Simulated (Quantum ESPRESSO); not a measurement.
Quantum ESPRESSO 7.5, DFT, PBE, plane waves, SSSP 1.1.2 efficiency PBE: zinc-blende GaAs with 3 In on Ga sites, atoms displaced (In3As8Ga5), unrelaxed at the host's lattice constant, 16 atoms. Basis and mesh were picked for this test and aren't claimed converged.

| Property | Result |
|---|---|
| cell | 7.99, 7.99, 7.99 Å; 60, 60, 60° |
| distance to the nearest atom | 2.33 to 2.43 Å |
| task | scf |
| k mesh | 2×2×2 |
| ecutwfc | 45 Ry |
| ecutrho | 360 Ry |
| occupations | smearing |
| smearing | gaussian |
| degauss | 0.005 Ry |
| conv_thr | 1.6e-08 Ry |
| tprnfor | true |
| tstress | false |
| k-point pools (-nk) | 8 |
| diagonalization | david (default) |
| k-points computed | 8 |
| bands | 86 |
| electrons | 144 |
| G-vectors of the density | 280737 |
| FFT grid | 96×96×96 |

Settings of this run: mixing_mode = TF, mixing_beta = 0.1, mixing_ndim = 8; 8 ranks.

| SCF iteration | band solver's avg # of iterations (first pass) | estimated scf accuracy (Ry) |
|---|---|---|
| 1 | 3.0 | 0.54967567 |
| 2 | 1.0 | 0.47148228 |
| 3 | 2.0 | 0.03830142 |
| 4 | 11.5 | 0.04070736 |
| 5 | 1.4 | 0.03568290 |
| 6 | 2.0 | 0.00356719 |
| 7 | 17.1 | 0.00442651 |
| 8 | 7.4 | 0.00077142 |
| 9 | 6.6 | 0.00050249 |
| 10 | 1.9 | 0.00046658 |
| 11 | 2.0 | 0.00013365 |
| 12 | 6.2 | 0.00014781 |
| 13 | 1.0 | 0.00016093 |
| 14 | 1.0 | 0.00011652 |
| 15 | 3.9 | 0.00002811 |
| 16 | 4.0 | 0.00000767 |
| 17 | 5.4 | 0.00000496 |
| 18 | 6.4 | 0.00001395 |
| 19 | 1.2 | 0.00001450 |
| 20 | 5.0 | 0.00003608 |
| 21 | 4.1 | 0.00001145 |
| 22 | 1.6 | 0.00000804 |
| 23 | 5.1 | 0.00000221 |
| 24 | 5.8 | 0.00000115 |
| 25 | 5.6 | 0.00000056 |
| 26 | 2.0 | 0.00000032 |
| 27 | 4.2 | 0.00000017 |
| 28 | 2.8 | 0.00000013 |
| 29 | 2.5 | 0.00000010 |
| 30 | 2.2 | 0.00000006 |
| 31 | 5.2 | 0.00000001 |

It converged after 31 SCF iterations.

Task: Which change of one setting makes this cycle converge in far fewer steps?

Result: This is not unique; one that fits is mixing_beta = 1 (12 SCF iterations), all else kept. The other changes of this size gave: mixing_beta = 0.7 (16); mixing_beta = 0.4 (18); mixing_mode = plain (27); mixing_beta = 0.2 (30); mixing_mode = local-TF (30). The first change moves the result by: energy equal as printed, forces (largest component) 3.2 meV/Å. Counts are of single runs.
